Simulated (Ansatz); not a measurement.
## Ti4AlN3 (P6₃/mmc, No. 194)

Method: LDA in Ansatz (plane waves, PAW).

Settings: plane-wave cutoff 520 eV, 24×24×4 k mesh (along the axes of the cell as run), Fermi–Dirac smearing 0.05 eV, no spin polarisation, scalar-relativistic PAW data made under PBE.

Cell: relaxed at this level.

```
Quantity                                           Result
------------------------------------------  -------------
equilibrium volume per atom                 10.79 Å³/atom
bulk modulus B0                                   223 GPa
lattice constant a                                2.940 Å
c axis length                                    23.060 Å
pressure derivative B′ of the bulk modulus            4.5
```

Measured, for comparison: bulk modulus 216 ± 2 GPa (room temperature, not corrected to a static lattice; as tabulated in High pressure study of Ti4AlN3 to 55 GPa). Computed (rounded) less measured: bulk modulus +3 %. A static lattice is as a rule a little smaller and stiffer than an uncorrected measurement, which narrows the difference in the bulk modulus and would widen misses of the other sign.

Note: the run has no spin polarisation, so it can have missed a magnetic state; the bulk modulus comes from volumes at which shape and atoms were relaxed.

Static lattice: no zero-point or thermal effects.

It cost very roughly 2.3 core-hours of CPU time.

Ansatz is a first-principles code.
